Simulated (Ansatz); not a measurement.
## NbSi$_{2}$ (space group P6_222, No. 180)

Space group P6₂22 (No. 180); a = b = 4.7675 Å, c = 6.5758 Å, α = β = 90.00°, γ = 120.00°

```csv
atom,site,symmetry,x,y,z
Nb,3c,222,0.5000,0.0000,0.0000
Si,6i,..2,0.1597,0.3193,0.0000
```

Level of theory: Ansatz (a first-principles code) PBEsol, no spin-orbit coupling. k-mesh 11×11×7 (Γ-centred); smearing 0.05 eV (Fermi–Dirac).

Volume per atom: 14.38 Å³
Density: 5.74 g/cm³
Band gap: zero
Total energy: -1913.473 eV/atom (σ→0; compares only within this code and set-up)

No phonon test of stability was made. All final runs are without spin polarisation. An odd electron count without spin: NbSi2.
